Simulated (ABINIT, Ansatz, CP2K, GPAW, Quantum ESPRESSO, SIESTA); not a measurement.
**One structure in several programs: In₂Sb (P6_3/mmc, 6 atoms in the cell)**

Self-consistent single point.

```
In2Sb
1.0
    5.37990     0.00000     0.00000
   -2.68995     4.65913     0.00000
    0.00000     0.00000     6.72255
In Sb
4 2
Direct
  0.66667   0.33333   0.25000
  0.33333   0.66667   0.75000
  0.00000   0.00000   0.50000
  0.00000   0.00000   0.00000
  0.66667   0.33333   0.75000
  0.33333   0.66667   0.25000
```

Shared settings, as Ansatz (a program for electronic structure) writes them: kpoints.mp_grid.grid = 5 5 4; scf.occupations.method = fermi_dirac; scf.occupations.width = 0.136 eV. Potentials and cutoffs stand in the table.

```csv
code,model,pressure (GPa),cutoff
GPAW,"PBEsol, GPAW PAW datasets PBEsol (made by gpaw-setup)",-2.98,600 eV
Ansatz,"PBEsol, PAW files made with PBE",-2.70,default
CP2K,"PBEsol, GPW, DZVP-MOLOPT-SR-GTH basis, GTH-PBE potentials (GTH_POTENTIALS)",-1.64,grid 500 Ry
Quantum ESPRESSO,"PBEsol, SSSP 1.1.2 precision (PBE) pseudopotentials",-2.69,70 Ry
ABINIT,"PBEsol, PAW (JTH v2.0 PBE PAW, files made for PBE)",-3.15,20 Ha
SIESTA,"GGA PBEsol, numerical atomic orbitals DZP, PseudoDojo PBEsol standard norm-conserving potentials (rewritten from UPF to PSML)",-2.60,grid 300 Ry
```

No clean gap comes from GPAW, Ansatz, CP2K, Quantum ESPRESSO, ABINIT and SIESTA: levels at the Fermi energy touch, overlap or are partly filled at this smearing.

On Ansatz's run: spin-orbit coupling is off.

The spread over the programs that give each value: pressure within 1.51 GPa.

CP2K and SIESTA use small atom-centred bases, whose incompleteness enters pressures, forces and empty levels differently from a plane-wave cutoff. Ansatz's pressure is given at a fixed set of plane waves, as the other plane-wave codes print theirs. In the pressure, CP2K (by 1.20) lies more than 1 GPa from the median of the plane-wave programs.

The starting cell comes from a database of computed structures (which also holds hypothetical and non-ambient phases and stackings), without a prior relaxation at this level.

Left out of this page: Elk and FLEUR (not drawn, or without a comparable value).

Keys are those of Ansatz 0.2.
